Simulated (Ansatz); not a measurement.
# Effect of biaxial strain −2.25 %, plane normal [001], relaxed out of plane on ZnGeP2

Consider ZnGeP2 in the chalcopyrite structure (space group I-42d, No. 122; a = 5.500 Å, c = 10.845 Å). Axes: x, y, z lie along a, b, c of the conventional cell.

Now apply this change: biaxial strain −2.25 %, plane normal [001], relaxed out of plane (Cartesian); in-plane vectors clamped, the third vector and the atoms free.

Method: PBE (Ansatz, a program for electronic structure; PAW; 420 eV plane waves; no spin-orbit coupling). Settings: 9×9×9 k-points, 0.05 eV Fermi–Dirac smearing.

* **Space group**: I-42d (No. 122) (base I-42d (No. 122))
* **Energy relative to the base (free energy F)**: +8.6 meV/atom
* **Pressure (mean of the normal stresses, compression positive)**: 2.04 GPa (base 0.00 GPa)
* **Band gap**: 1.12 eV (an upper bound: an edge found on the path is not a true extremum; the base alone) (base 1.14 eV)
* **Out-of-plane strain**: +1.94 %
* **Ratio −ε⊥/ε∥**: 0.86
* **Mean in-plane stress (compression positive)**: +3.1 GPa

Final structure (turned so that z lies along the plane normal):

```
CELL_PARAMETERS angstrom
      5.37615     0.00000     0.00000
      0.00000     5.37615     0.00000
      2.68807    -2.68807     5.52768
ATOMIC_POSITIONS crystal
  Zn 0.00000 0.00000 0.00000
  Zn 0.25000 0.25000 0.50000
  Ge 0.50000 0.50000 0.00000
  Ge 0.75000 0.75000 0.50000
  P  0.62500 0.37663 0.25000
  P  0.37663 0.12500 0.75000
  P  0.12500 0.87337 0.25000
  P  0.87337 0.62500 0.75000
```

No phonon test of stability was made.
